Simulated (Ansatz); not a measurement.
**A computed series for Ta: response to strain**

Take Ta in the bcc (W type) structure (space group Im-3m, No. 229; a = 3.282 Å; relaxed with 0.1 eV smearing) as the base. Axes: x, y, z lie along the cube axes.

Strains are applied to the cell and any free atomic positions relax; under biaxial strain the out-of-plane vector relaxes too; under stress the whole cell relaxes.

Computed with Ansatz (a quantum-chemistry and plane-wave program) PBEsol, scalar-relativistic without spin-orbit coupling, earlier PAW set.

Notes on the quantities. energy relative to the base: free energy F.

| case | shortest interatomic distance | energy relative to the base | space group |
|---|---|---|---|
| base | 2.843 Å | 0 meV/atom | Im-3m (No. 229) |
| biaxial strain +3.89 %, plane normal [110], relaxed out of plane | ? | +40 meV/atom | Fmmm (No. 69) |
| isotropic strain +2.04 % | 2.901 Å | +40 meV/atom | Im-3m (No. 229) |
| isotropic strain +2.91 % | 2.925 Å | ? | Im-3m (No. 229) |
| isotropic strain +3.24 % | 2.935 Å | +99 meV/atom | Im-3m (No. 229) |
| uniaxial strain ε_yy = +4.80 % | 2.889 Å | +33 meV/atom | I4/mmm (No. 139) |
| tensor shear ε_yz = −2.94 % | 2.787 Å | +14 meV/atom | Fmmm (No. 69) |
| uniaxial stress, 1 GPa tension along x | 2.844 Å | +0.3 meV/atom | I4/mmm (No. 139) |
| uniaxial stress, 3 GPa tension along x | 2.848 Å | ? | I4/mmm (No. 139) |
| uniaxial stress, 1 GPa tension along z | 2.844 Å | +0.3 meV/atom | I4/mmm (No. 139) |

**Question.** What belongs in the blanks?

**Answer.** 
- biaxial strain +3.89 %, plane normal [110], relaxed out of plane, shortest interatomic distance: 2.798 Å
- isotropic strain +2.91 %, energy relative to the base: +80 meV/atom
- uniaxial stress, 3 GPa tension along x, energy relative to the base: +3.2 meV/atom

Stability under load was not tested beyond the relaxation. The final runs are not spin-polarised.
